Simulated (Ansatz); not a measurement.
Base system: BP in the rock salt structure (space group Fm-3m, No. 225; a = 4.2893 Å; a hypothetical phase, not in the database extracts checked; relaxed with 0.1 eV smearing). Axes: x, y, z lie along the cube axes.

Structures relaxed with PBEsol (Ansatz, a quantum-chemistry and plane-wave program; PAW; 420 eV plane waves; without spin-orbit coupling).

Base:

Simulated powder pattern, Cu Kα, λ = 1.54184 Å (kinematic, ideal powder, no thermal factors, no anomalous dispersion; the 10 strongest lines at most, above 2 %, up to 2θ = 90°):

```csv
2θ (°),I/Imax (%),hkl
36.28,74,(111)
42.13,100,(200)
61.11,61,(220)
73.18,29,(311)
77.01,21,(222)
```

After one change:

Simulated powder pattern, Cu Kα, λ = 1.54184 Å (kinematic, ideal powder, no thermal factors, no anomalous dispersion; the 10 strongest lines at most, above 2 %, up to 2θ = 90°):

| 2θ (°) | I/Imax (%) |
|---|---|
| 36.01 | 74 |
| 41.83 | 100 |
| 60.64 | 61 |
| 72.59 | 29 |
| 76.38 | 21 |

Task: Name the change that was made.
A. biaxial strain −2.28 %, plane normal [001], relaxed out of plane
B. isotropic strain +0.70 %
C. biaxial strain +4.98 %, plane normal [110], relaxed out of plane
D. uniaxial strain ε_zz = +0.50 %

Result: B, isotropic strain +0.70 %. Its volume per atom is 10.07 Å³ against 9.86 Å³, and its space group is Fm-3m (No. 225).

A biaxial case was relaxed in a doubled cell and then solved in the primitive one. Stability against distortions was not tested. The final runs are not spin-polarised.
